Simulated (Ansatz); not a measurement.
Here is the system:

```xyz
10
Lattice="3.0476 0.0000 0.0000 1.5238 6.1402 0.0000 0.0000 1.3841 5.6504" Properties=species:S:1:pos:R:3 pbc="T T T"
Ga     1.5238     2.8991     3.8720
Ga     3.0476     4.6252     1.7783
Ga     3.0476     1.3951     1.1595
Ga     1.5238     6.1293     4.4908
O      3.0476     7.1258     4.2001
O      1.5238     0.3986     1.4502
O      3.0476     2.7336     2.4679
O      1.5238     4.7908     3.1824
O      1.5238     4.2712     0.6167
O      3.0476     3.2532     5.0336
```

Space group of this cell: C2/m. The cell is taken as given; by r2SCAN its mean pressure is -1.5 GPa.

Level of theory: r2SCAN (plane waves, PAW; Ansatz, an electronic-structure program).

The current runs along the normal of the first two printed vectors; no spin-orbit coupling. Scaled by the factor s: the length along the current (ions clamped). Meshes 10×10×6 and 10×6 across the current in all rows.

| s | mean pressure (GPa) | band gap (eV) |
|---|---|---|
| 0.97 | 5.3 | 3.08 |
| 1.00 | -1.5 | 2.95 |
| 1.03 | -7.0 | ? |

Take the slope of the band gap against ln s from the two given rows, extrapolate to s = 1.03, and say what the run there gives.

Slope = (3.08 − 2.95) / ln 0.97 = -4.27 eV. The line gives 2.95 + (-4.27) × ln 1.03 = 2.82 eV. The run gives 2.64 eV, 0.18 eV under the line, 146 % of the predicted step.
